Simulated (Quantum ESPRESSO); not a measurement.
Worked example: self-consistent single point of SrMg14Ni (Amm2, 16 atoms in the cell) in Quantum ESPRESSO.

Method: LDA (PZ), PseudoDojo fully relativistic norm-conserving (PBE) pseudopotentials (plane waves; Quantum ESPRESSO).

```xyz
16
Lattice="10.6174 0.0000 0.0000 0.0000 3.1832 5.9010 0.0000 -3.1832 5.9010" Properties=species:S:1:pos:R:3 pbc="T T T"
Sr     5.3087     0.0000     8.1234
Mg     0.0000     0.0000     2.0223
Mg     0.0000     0.0000     7.8531
Mg     5.3087    -1.6831     5.2321
Mg     5.3087     1.6831     5.2321
Mg     0.0000    -1.5625     4.9411
Mg     0.0000     1.5625     4.9411
Mg     2.6057    -1.6301     6.8135
Mg     8.0117     1.6301     6.8135
Mg     8.0117    -1.6301     6.8135
Mg     2.6057     1.6301     6.8135
Mg     3.0803     0.0000     3.6934
Mg     7.5371     0.0000     3.6934
Mg     2.4471     0.0000     9.8525
Mg     8.1703     0.0000     9.8525
Ni     5.3087     0.0000     1.7243
```

Reference input (self-consistent single point, DFT, LDA (PZ), plane waves, GBRV 1.5 ultrasoft (LDA) pseudopotentials): ecutwfc = 50 Ry; ecutrho = 400 Ry; occupations = smearing; smearing = marzari-vanderbilt; degauss = 0.0036749 Ry; potentials = {Sr: sr_lda_v1.uspp.F.UPF, Mg: mg_lda_v1.4.uspp.F.UPF, Ni: ni_lda_v1.4.uspp.F.UPF}; K_POINTS = automatic 2 3 3 0 0 0; conv_thr = 1e-09 Ry. This run's input differs from it in these lines:

```diff
@@ -11,4 +11,3 @@
  ntyp = 3
- ecutwfc = 50
- ecutrho = 400
+ ecutwfc = 100
  occupations = 'smearing'
@@ -16,2 +15,3 @@
  degauss = 0.0036749
+ input_dft = 'pz'
 /
@@ -21,5 +21,5 @@
 ATOMIC_SPECIES
-Sr    87.6200  sr_lda_v1.uspp.F.UPF
-Mg    24.3050  mg_lda_v1.4.uspp.F.UPF
-Ni    58.6934  ni_lda_v1.4.uspp.F.UPF
+Sr    87.6200  Sr.upf
+Mg    24.3050  Mg.upf
+Ni    58.6934  Ni.upf
 CELL_PARAMETERS {angstrom}
```

Output (repeated stretches shortened):

```
     Self-consistent Calculation

     iteration #  1     ecut=   100.00 Ry     beta= 0.70

     total energy              =   -2057.40134932 Ry
     estimated scf accuracy    <       3.07268592 Ry

     iteration #  2     ecut=   100.00 Ry     beta= 0.70

     total energy              =   -2054.04428699 Ry
     estimated scf accuracy    <     149.12736179 Ry

     iteration #  3     ecut=   100.00 Ry     beta= 0.70

     total energy              =   -2059.36428223 Ry
     estimated scf accuracy    <       2.39298621 Ry

   [... 9 blocks of this kind left out ...]

     iteration # 13     ecut=   100.00 Ry     beta= 0.70

     total energy              =   -2059.72097757 Ry
     estimated scf accuracy    <       0.00000003 Ry

     iteration # 14     ecut=   100.00 Ry     beta= 0.70
     End of self-consistent calculation

     the Fermi energy is     5.3620 ev

!    total energy              =   -2059.72097757 Ry
     estimated scf accuracy    <          4.7E-10 Ry
     smearing contrib. (-TS)   =      -0.00009113 Ry
     internal energy E=F+TS    =   -2059.72088645 Ry

     convergence has been achieved in  14 iterations

     Forces acting on atoms (cartesian axes, Ry/au):

     atom    1 type  1   force =     0.00000000    0.00000000   -0.00068103
     atom    2 type  2   force =     0.00000000    0.00000000   -0.00173487
     atom    3 type  2   force =     0.00000000    0.00000000   -0.00452344
     atom    4 type  2   force =     0.00000000   -0.00498387    0.00856714
     atom    5 type  2   force =     0.00000000    0.00498387    0.00856714
   [... lines left out ...]

     Total force =     0.023465     Total SCF correction =     0.000106

          total   stress  (Ry/bohr**3)                   (kbar)     P=      -39.14
  -0.00027375   0.00000000   0.00000000          -40.27        0.00        0.00
   0.00000000  -0.00036844   0.00000000            0.00      -54.20        0.00
   0.00000000   0.00000000  -0.00015604            0.00        0.00      -22.95

   JOB DONE.
```

The run converged in 14 iterations. Against the reference run the pressure goes from -4.09 to -3.91 GPa and the largest force goes from 0.235 to 0.255 eV/Å.

The starting cell comes from a database of computed structures (which also holds hypothetical and non-ambient phases and stackings), without a prior relaxation at this level. Its lattice was rescaled by a random factor within 2.5 % of one. Spin polarisation is off. With a pressure of about -4 GPa the cell is away from its equilibrium volume at this level.

Cost on one core of a shared machine: roughly 20 min.
